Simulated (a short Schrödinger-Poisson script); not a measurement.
System: MOS inversion layer, SiO2 on p-type Si(100), at 300 K.

| layer | material | thickness (nm) | Na (cm⁻³) |
|---|---|---|---|
| 1 | SiO2 | 1 | - |
| 2 | Si | 1200 | 1.2e17 |

Constants are typed, rounded textbook-type inputs, not results; the design itself was drawn at random and stands for no fabricated device. SiO2: permittivity 3.9, conduction-band edge (eV) 3.15, gap (eV) 9, electron mass (mₑ) 0.5. Si: permittivity 11.7, conduction-band edge (eV) 0, gap (eV) 1.124, Nv at 300 K (cm⁻³) 3.1e19.

Channel valleys (confinement mass, in-plane density-of-states mass, number): Δ2 0.916, 0.19, 2; Δ4 0.19, 0.417, 4. At the gate the conduction-band edge of layer 1 lies 3.35 eV − eVg above the Fermi level of the channel; the field vanishes at the back. Gaps are held at their typed values at every temperature. Mesh 0.03 nm at interfaces.

From a short Schrödinger-Poisson script (our own, NumPy): 1D Poisson equation in equilibrium, electrons quantum, Hartree (BenDaniel-Duke, 12 states a valley, the channel's in-plane mass for all, wave functions free to enter the dielectric), parabolic valleys, classical holes, full ionisation, no traps, pinning or gate leakage.

Problem. List the lowest subbands of each valley and their electrons at Vg = 0.75 V.

Solution. 
```tsv
valley	subband	energy from the Fermi level (meV)	electrons (cm⁻²)	share (%)
Δ2	0	-11.4	3.85e12	57.0
Δ2	1	68.7	2.78e11	4.1
Δ2	2	113.2	5.12e10	0.8
Δ4	0	49.6	2.47e12	36.6
Δ4	1	141.9	7.42e10	1.1
Δ4	2	203.1	6.97e9	0.1
```

All electrons: 6.75e12 cm⁻².
